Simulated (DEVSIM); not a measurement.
System: Pd/HfO2/n-GaAs capacitor, at 300 K.

```
layer (left to right)  material  thickness (nm)  Nd (cm⁻³)
---------------------  --------  --------------  ---------
1                          HfO2            2.00          -
2                          GaAs            3100     4.4e16
```

Metal gate on the left, work function 5.2 eV. Fixed charge at the semiconductor interface 8.2e10 cm⁻² (in units of +e); no interface traps.

This is a model device: material constants are rounded textbook-type values typed into the input, and sizes, dopings and lifetimes were drawn at random. Values at 300 K.

```tsv
parameter	HfO2	GaAs
gap (eV)	5.7	1.424
affinity (eV)	2.5	4.07
permittivity	22	12.9
Nc (cm⁻³)	-	4.7e17
Nv (cm⁻³)	-	9e18
```

DEVSIM, 1D Poisson equation in equilibrium, Boltzmann statistics, complete ionisation; no quantum confinement or tunnelling. Metal contacts follow the ideal Schottky-Mott rule: no Fermi-level pinning, no interface dipoles.

Question: Give the band bending (positive: bands bend down) and minority sheet density.

Answer: 
```json
[
 {"Vg (V)": "-0.3", "ψs (V)": "-1.342", "minority carriers (cm⁻²)": "6.2e11"},
 {"Vg (V)": "0", "ψs (V)": "-1.054", "minority carriers (cm⁻²)": "< 1e8"},
 {"Vg (V)": "0.3", "ψs (V)": "-0.756", "minority carriers (cm⁻²)": "< 1e8"},
 {"Vg (V)": "0.6", "ψs (V)": "-0.459", "minority carriers (cm⁻²)": "< 1e8"},
 {"Vg (V)": "0.9", "ψs (V)": "-0.163", "minority carriers (cm⁻²)": "< 1e8"}
]
```
